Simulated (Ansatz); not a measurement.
Start from AlN in the wurtzite structure (space group P6_3mc, No. 186; a = 3.0888 Å, c = 4.9433 Å). Axes: x lies along a and z along c of the hexagonal cell.

Level of theory: LDA (Ansatz, a first-principles code; PAW; 420 eV plane waves; scalar-relativistic without spin-orbit coupling).

It is then changed as follows: a pure shear with ε_xz = ε_zx = 0.0133; the atoms relax in the strained cell.

Task: Predict the stress tensor and what it implies for the stiffness.

Result: Stress of the strained cell less that of the base (GPa, compression positive):
```
  -0.11    0.00   -3.08
   0.00    0.02    0.00
  -3.08    0.00    0.11
```

Then −Δσ/γ with γ = 2ε = 0.0266 gives secant stiffness values (nonlinear terms included at this strain): C55 ≈ 116 GPa.

No phonon test of stability was made.
